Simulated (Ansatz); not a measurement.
Sr in the fcc (Cu type) structure (space group Fm-3m, No. 225)

```cif
data_Sr4
_chemical_formula_sum 'Sr4'
_space_group_name_H-M_alt 'Fm-3m'
_space_group_IT_number 225
_space_group_name_Hall '-F 4 2 3'
_cell_length_a 5.92252
_cell_length_b 5.92252
_cell_length_c 5.92252
_cell_angle_alpha 90.000
_cell_angle_beta 90.000
_cell_angle_gamma 90.000
loop_
_atom_site_label
_atom_site_type_symbol
_atom_site_symmetry_multiplicity
_atom_site_Wyckoff_symbol
_atom_site_fract_x
_atom_site_fract_y
_atom_site_fract_z
_atom_site_occupancy
Sr1 Sr 4 a 0.00000 0.00000 0.00000 1
```
(The calculation used a cell of 1 atom; values per cell refer to that cell.)

The values are results of PBEsol, PAW, 420 eV (Ansatz, a first-principles code; no spin-orbit coupling), not measurements. Settings: 14×14×14 k-points, 0.05 eV Fermi–Dirac smearing.

| Item | Value |
|---|---|
| Volume per atom | 51.93 Å³ |
| Density | 2.80 g/cm³ |
| Band gap | zero |
| Total energy | -3492.214 eV/atom (σ→0; compares only within this code and set-up) |

Whether these cells are dynamically stable was not tested.
